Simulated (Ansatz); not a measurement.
We consider double-hcp La, described by LDA (plane waves, PAW; Ansatz, an electronic-structure program).

Settings: plane-wave cutoff 520 eV, 18×18×6 k mesh (along the axes of the cell as run), Fermi–Dirac smearing 0.038 eV (set by the program), scalar-relativistic PAW data made under PBE.

Cell (relaxed at this level):

```
La
1.0
    3.59387     0.00000     0.00000
   -1.79693     3.11238     0.00000
    0.00000     0.00000    11.51983
La
4
Direct
  0.00000   0.00000   0.00000
  0.00000   0.00000   0.50000
  0.66667   0.33333   0.75000
  0.33333   0.66667   0.25000
```

Task: What does this level give for the elastic constant C13, polycrystal shear modulus (Hill average), elastic constant C66, Poisson ratio, Voigt–Reuss–Hill bulk modulus, elastic constant C11, elastic constant C12, elastic constant C33 and elastic constant C44?

Result: 
- elastic constant C13: 9.32 GPa
- polycrystal shear modulus (Hill average): 20.9 GPa
- elastic constant C66: 20.6 GPa
- Poisson ratio: 0.214
- Voigt–Reuss–Hill bulk modulus: 29.6 GPa
- elastic constant C11: 60.2 GPa
- elastic constant C12: 18.9 GPa
- elastic constant C33: 71.1 GPa
- elastic constant C44: 17.4 GPa

Elastic constants are with the ions relaxed.

Spin–orbit coupling is not included.

Computed values are for the static lattice.
